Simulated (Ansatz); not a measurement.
Seebeck coefficient (μV/K, mean over directions) of p-type SnS2 (P-3m1) against carrier density, PBEsol+D3BJ with spin-orbit coupling, rigid bands in Ansatz (a quantum-chemistry and plane-wave program). Computed gap 0.95 eV; densities at which minority carriers matter at this gap, or further valleys turn the trend, are left out. Conductivity mass 0.65 mₑ (harmonic mean over directions), N_v = 1.2e20 cm⁻³ at 300 K.

```json
[
 {"hole density": "1e17 cm⁻³", "300 K": "797", "500 K": "853"},
 {"hole density": "1e18 cm⁻³", "300 K": "599", "500 K": "655"},
 {"hole density": "3e18 cm⁻³", "300 K": "504", "500 K": "560"},
 {"hole density": "1e19 cm⁻³", "300 K": "(withheld)", "500 K": "456"},
 {"hole density": "3e19 cm⁻³", "300 K": "(withheld)", "500 K": "362"},
 {"hole density": "1e20 cm⁻³", "300 K": "205", "500 K": "(withheld)"},
 {"hole density": "3e20 cm⁻³", "300 K": "119", "500 K": "171"},
 {"hole density": "1e21 cm⁻³", "300 K": "55", "500 K": "95"}
]
```

Some entries are withheld; supply them.


- 1e19 cm⁻³, 300 K: 401
- 3e19 cm⁻³, 300 K: 306
- 1e20 cm⁻³, 500 K: 260

Rigid bands with a gap fixed in temperature, one relaxation time for all states, no polarons or phonon drag, and whether or not such doping can be reached. Geometry: cell and atoms relaxed with PBEsol+D3(BJ).

PBEsol with a dispersion correction tends to overbind, so the cell can be several per cent short, in bad cases over ten, which usually narrows a gap: SnS2 (P-3m1).
